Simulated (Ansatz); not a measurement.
Start from TiZnO3 (space group R3c, No. 161; a cell from a computed database, its experimental status unchecked).

```
TiZnO3
1.0
    2.53548     1.46386     4.57215
   -2.53548     1.46386     4.57215
    0.00000    -2.92772     4.57215
Ti Zn O
2 2 6
Direct
  0.50024   0.50024   0.50024
  0.00024   0.00024   0.00024
  0.77995   0.77995   0.77995
  0.27995   0.27995   0.27995
  0.86362   0.21983   0.60687
  0.21983   0.60687   0.86362
  0.60687   0.86362   0.21983
  0.36362   0.10687   0.71983
  0.71983   0.36362   0.10687
  0.10687   0.71983   0.36362
```

Cartesian axes are those of the cell as printed.

The values are results of Kohn–Sham DFT with the PBEsol functional, run in Ansatz (a program for electronic structure) with PAW and 420 eV plane waves, scalar-relativistic without spin-orbit coupling, not measurements.

One thing is altered: the cell is compressed by 0.95 % along y with no lateral relaxation; the atoms relax in the strained cell.

Q: Predict the stress tensor and what it implies for the stiffness.

A: Stress of the strained cell less that of the base (GPa, compression positive):
```
   1.66    0.00    0.00
   0.00    3.22   -0.08
   0.00   -0.08    1.23
```

Then −Δσ_ii/ε with ε = -0.0095 gives relaxed-ion elastic constants: C22 ≈ 339 GPa, C12 ≈ 175 GPa and C23 ≈ 130 GPa.

Whether these cells are dynamically stable was not tested. The final runs are not spin-polarised.
